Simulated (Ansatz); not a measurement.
**Sb in the fcc (Cu type) structure (space group Fm-3m, No. 225)**

```
CELL_PARAMETERS angstrom
      0.00000     2.35764     2.35764
      2.35764     0.00000     2.35764
      2.35764     2.35764     0.00000
ATOMIC_POSITIONS crystal
  Sb 0.00000 0.00000 0.00000
```

Level of theory: PBEsol (Ansatz, a program for electronic structure), without spin-orbit coupling. k-mesh 17×17×17 (Γ-centred); smearing 0.05 eV (Fermi–Dirac).

| Item | Result |
|---|---|
| Volume per atom | 26.21 Å³ |
| Density | 7.71 g/cm³ |
| Band gap | zero |
| Total energy | -6407.814 eV/atom (σ→0; compares only within this code and set-up) |

Stability against distortions was not tested. This is not the structure that Sb has at room temperature and ambient pressure.
